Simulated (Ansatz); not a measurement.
The starting structures come from a database of crystals and need not be the phases stable at ambient conditions.

Tunnelling through a barrier is set by its complex band structure: the current falls as exp(−2κd) with the smallest κ.

Data:

```xyz
14
Lattice="8.2990 0.0000 0.0000 0.0000 8.2990 0.0000 4.1495 -4.1495 5.8683" Properties=species:S:1:pos:R:3 pbc="T T T"
Y      6.2243     4.1495     4.4012
Y      8.2990     6.2243     1.4671
Y     10.3738     4.1495     4.4012
Y      8.2990     2.0748     1.4671
Cd     4.1495     0.0000     2.9341
Cd     4.1495     4.1495     0.0000
Se     6.3327     0.0000     1.3904
Se     8.2990     2.1831     4.3246
Se     1.9664     0.0000     1.3904
Se     8.2990    -2.1831     4.3246
Se     4.1495     2.1831     4.4779
Se     6.3327     4.1495     1.5437
Se     4.1495    -2.1831     4.4779
Se     1.9664     4.1495     1.5437
```

Space group of this cell: Fd-3m, spinel. The cell is taken as given.

Transport runs along the normal of the first two printed cell vectors, the (001) plane of the conventional cell.

The gap is the functional's own, uncorrected, and κ follows it; spin-orbit coupling is left out. Mid-gap values are interpolated between the computed energies.

Q: Predict the band gap and the smallest decay constant κ at mid-gap from r2SCAN in Ansatz (a program for electronic structure).

A: Gap 1.08 eV on a 6×6×6 mesh; κ = 0.124 1/Å, at the zone centre.
